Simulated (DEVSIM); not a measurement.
Structure: Mo/Al2O3/n-InP capacitor, at 300 K.

Layer 1 from the left is Al2O3, thickness (nm) 4.10. Layer 2 from the left is InP, thickness (nm) 15000, Nd (cm⁻³) 1.7e15.

Metal gate on the left, work function 4.6 eV. Fixed charge at the semiconductor interface 5.9e10 cm⁻² (in units of +e); interface traps 2e12 cm⁻² eV⁻¹, uniform in energy, neutral level at 0.5 of the gap above the valence band.

Constants are typed, rounded textbook-type inputs, not results; the design itself was drawn at random and stands for no fabricated device. Values at 300 K.

Al2O3: gap (eV) 6.8, affinity (eV) 1.35, permittivity 9. InP: gap (eV) 1.344, affinity (eV) 4.38, permittivity 12.5, Nc (cm⁻³) 5.7e17, Nv (cm⁻³) 1.1e19.

Simulated with DEVSIM: 1D Poisson equation in equilibrium, Boltzmann statistics, complete ionisation; no quantum confinement or tunnelling. Metal contacts follow the ideal Schottky-Mott rule: no Fermi-level pinning, no interface dipoles.

Question: What does the simulation give for the flat-band voltage?

Answer: flat-band voltage 0.15 V.
